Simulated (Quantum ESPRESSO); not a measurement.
## σxx against uniaxial strain in fcc Pd (space group 225): C11 (Quantum ESPRESSO, PBEsol)

```yaml
crystal:
  lattice:
    - [0.00000, 1.94060, 1.94060]
    - [1.91149, 0.00000, 1.94060]
    - [1.91149, 1.94060, 0.00000]
  atoms:
    - { symbol: Pd, position: [0.00000, 0.00000, 0.00000] }
```

Method: PBEsol, GBRV 1.5 ultrasoft (PBESOL) pseudopotentials (plane waves; Quantum ESPRESSO 7.5). Settings: ecutwfc = 52 Ry; ecutrho = 416 Ry; occupations = smearing; smearing = fermi-dirac; degauss = 0.0036749 Ry; potentials = {Pd: pd_pbesol_v1.4.uspp.F.UPF}; K_POINTS = automatic 38 38 38 0 0 0; conv_thr = 1e-10 Ry. The cell above is the first row's. The rows stretch one cube axis (x) by the strain ε and hold the other two. Stress is positive in tension. In all rows the k mesh is held.

| ε (%) | σxx (GPa) |
|---|---|
| -1.5 | -3.78 |
| -1.0 | -2.46 |
| -0.5 | -1.18 |
| 0.0 | 0.07 |
| 0.5 | 1.28 |
| 1.0 | 2.46 |
| 1.5 | 3.60 |
| 2.0 | ? |

Question: Fit σxx against ε with a parabola, and predict the withheld value at ε = 2.0.

Answer: Least squares gives σxx = 0.069 + 2.4600·ε - 0.0705·ε². Residuals (row less fit): 0.000, 0.002, -0.001, 0.001, -0.001, 0.002, 0.000; standard error 0.002 (degrees of freedom: 4). The slope at ε = 0, 2.4600 GPa per cent, gives C11 ≈ 100 × 2.4600 = 246 GPa, for the static lattice. At the withheld row, σxx = 0.069 + 2.4600 × 2.0 - 0.0705 × 2.0² = 4.707 GPa. The calculation gives 4.70 GPa, 0.007 GPa below the prediction (0.1 % of the range of σxx in the table). The row lies outside the fitted rows, so this is an extrapolation.

Carrying the step between the two nearest rows on in a straight line would have given 4.74, off by 0.04; series whose last step already gives the withheld value aren't shown. The reference cell has the volume at which an earlier scan in this program and functional put its minimum by a fit. The unstrained cell stands at a pressure of -0.07 GPa, and the constants belong to that pressure. Spin polarisation is off. Without a gap such slopes are sensitive to mesh and smearing. Cutoffs and mesh are single choices, not tested for convergence of this quantity. Series with a scatter that would blur these digits, or in which a gap closes, are not shown. Strain series were run only where this level's volume lies within 10 % of a first guess from the measured size.
